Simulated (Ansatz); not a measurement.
Model: Si(111) 1x1 surface, 6 top atoms, 3 bilayers, bottom bilayer H-capped and fixed, every top atom capped by H; cell 11.5 x 6.6 Å; one H replaced by OH; about 7 Å thick over the host's atoms, 18 atoms held. These are PBE-D3(BJ) (plane waves to 420 eV, PAW; Ansatz, a program for electronic structure) values and carry that method's errors. Sampling: 1x2x1 k points. The slab states were run without spin polarisation. Results hold for this slab, coverage and mesh. No zero-point or entropy terms are included. Each state was relaxed from one prepared geometry.

One H2O a cell is brought to the surface left by an earlier step (SiCl4 exchanges a ligand with a surface O-H group and HCl forms), after HCl has left. Relaxed result near the molecule:

| atom | x (Å) | y (Å) | z (Å) |
|---|---|---|---|
| H(30) | 3.825 | 0.021 | 11.013 |
| O(47) | 5.797 | 3.397 | 11.138 |
| Si(a0) | 5.678 | 3.285 | 12.730 |
| Cl(a2) | 5.640 | 1.330 | 13.295 |
| Cl(a3) | 3.988 | 4.240 | 13.357 |
| Cl(a4) | 7.311 | 4.212 | 13.555 |
| O(b0) | 5.673 | 3.203 | 16.455 |
| H(b1) | 6.398 | 3.694 | 16.035 |
| H(b2) | 5.042 | 3.894 | 16.711 |

Q: What is the adsorption energy against the free H2O and the slab before, and how much of it is dispersion?

A: -0.11 eV (negative: bound); the D3 term gives -0.07 eV of it. Its closest contacts to the rest of the cell: H(b1)...Cl(a4) 2.69 Å, H(b1)...Si(a0) 3.41 Å, O(b0)...Cl(a4) 3.48 Å.
